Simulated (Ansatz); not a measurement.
The parent structure is MgS in the rock salt structure (space group Fm-3m, No. 225; a = 5.1292 Å).

Level of theory: LDA (Ansatz, a program for electronic structure), without spin-orbit coupling.

Before the change:

| Property | Result |
|---|---|
| Smallest direct gap | 3.83 eV |
| Electron mass | 0.53 mₑ along k, 0.28 mₑ across (at X) |

It is then changed as follows: cell and atoms relaxed at a pressure of 9 GPa.

**Question.** Estimate the effect on the smallest direct gap and electron mass.

**Answer.** The smallest direct gap increases by 0.787 eV, from 3.83 eV to 4.61 eV; the electron mass goes from 0.53 mₑ along k, 0.28 mₑ across (at X) to 0.55 mₑ along k, 0.29 mₑ across (at X).

Load acts through the strain it causes; cell and atoms are relaxed under it. Masses are band curvatures over ±0.01 Å⁻¹ around the edge. Along k means along the line from Γ to the band edge. No phonon test of stability was made. Competing high-pressure phases were not computed.
